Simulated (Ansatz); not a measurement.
Base system: GaN in the CsCl type structure (space group Pm-3m, No. 221; a hypothetical phase, not in the database extracts checked; relaxed with 0.1 eV smearing).

```xyz
2
Lattice="2.7031 0.0000 0.0000 0.0000 2.7031 0.0000 0.0000 0.0000 2.7031" Properties=species:S:1:pos:R:3 pbc="T T T"
Ga     0.0000     0.0000     0.0000
N      1.3516     1.3516     1.3516
```

The values are results of plane-wave PAW DFT at the PBEsol level (Ansatz, a quantum-chemistry and plane-wave program, 420 eV), without spin-orbit coupling, not measurements.

Base values:

| Property | Result |
|---|---|
| Band gap | zero |
| Pressure | 0.0 GPa |

Now apply this change: the cell is scaled by 0.9717 in all directions, atoms relaxed at fixed cell.

How does this affect the energy relative to the base, band gap and pressure?

The energy goes up by 41 meV/atom; the band gap remains zero; the pressure goes from zero to 17.7 GPa.

The cells carry an imposed strain or load. Stability against distortions was not tested. All final runs are without spin polarisation.
